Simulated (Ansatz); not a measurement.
Reference: BAs (F-43m), r2SCAN with spin-orbit coupling, rigid bands (plane waves, PAW; Ansatz, a program for electronic structure); geometry: cell and atoms relaxed with PBEsol.

```cif
data_As4B4
_chemical_formula_sum 'B4 As4'
_space_group_name_H-M_alt 'F-43m'
_space_group_IT_number 216
_space_group_name_Hall 'F -4 2 3'
_cell_length_a 4.76788
_cell_length_b 4.76788
_cell_length_c 4.76788
_cell_angle_alpha 90.000
_cell_angle_beta 90.000
_cell_angle_gamma 90.000
loop_
_atom_site_label
_atom_site_type_symbol
_atom_site_symmetry_multiplicity
_atom_site_Wyckoff_symbol
_atom_site_fract_x
_atom_site_fract_y
_atom_site_fract_z
_atom_site_occupancy
B1 B 4 a 0.00000 0.00000 0.00000 1
As1 As 4 d 0.75000 0.75000 0.75000 1
```
(The calculation used a cell of 2 atoms; values per cell refer to that cell.)

The band gap is 1.30 eV, the electron conductivity mass is 0.30 mₑ and the hole conductivity mass comes out as 0.32 mₑ. The Seebeck coefficient, n-type 1e19 cm⁻³ comes out as -320 μV/K.

Q: Swap B for Ga, keeping the structure type. How do these values move?

A: GaAs (F-43m): volume per atom 13.5 to 22.6 Å³; band gap falls (1.30 eV to 0.89 eV); electron conductivity mass falls (0.30 mₑ to 0.059 mₑ); hole conductivity mass rises (0.32 mₑ to 0.40 mₑ); Seebeck coefficient, n-type 1e19 cm⁻³ falls in size (-320 μV/K to -46 μV/K).

Q: Swap As for P, keeping the structure type. How do these values move?

A: BP (F-43m): volume per atom 13.5 to 11.5 Å³; band gap rises (1.30 eV to 1.38 eV); electron conductivity mass rises (0.30 mₑ to 0.32 mₑ); hole conductivity mass rises (0.32 mₑ to 0.40 mₑ); Seebeck coefficient, n-type 1e19 cm⁻³ stays about the same (-320 μV/K to -336 μV/K).

Moves up to 5 % count as about the same. Masses are for dilute carriers at 300 K, harmonic means over directions unless an axis is named. Seebeck coefficients are for the stated density at 300 K, with one relaxation time for all states and whether or not that doping can be reached.
